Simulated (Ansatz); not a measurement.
The reference is CdI2 in the CdI2 type structure (space group P-3m1, No. 164; a = 4.153 Å, c = 6.551 Å; layered, stacked along the Cartesian z axis). Axes: x lies along a and z along c of the hexagonal cell.

Calculations: PBEsol-D3(BJ), PAW, 420 eV (Ansatz, an electronic-structure program; no spin-orbit coupling).

For the base:

The smallest direct gap is 2.56 eV and the pressure comes out as 0.0 kbar.

Perturbation: compressive biaxial strain of 2.50 % in the plane normal to [001], as in epitaxy on a mismatched substrate; the out-of-plane cell vector and the atoms relax.

**Question.** Estimate the effect on the ratio −ε⊥/ε∥, smallest direct gap and pressure.

**Answer.** The ratio −ε⊥/ε∥ amounts to 0.83; the smallest direct gap rises by 0.06 eV, from 2.56 eV to 2.62 eV; the pressure (mean of the normal stresses, compression positive) goes from zero to 10.2 kbar.

With I present, leaving out spin-orbit coupling can change the band edges. Whether these cells are dynamically stable was not tested.
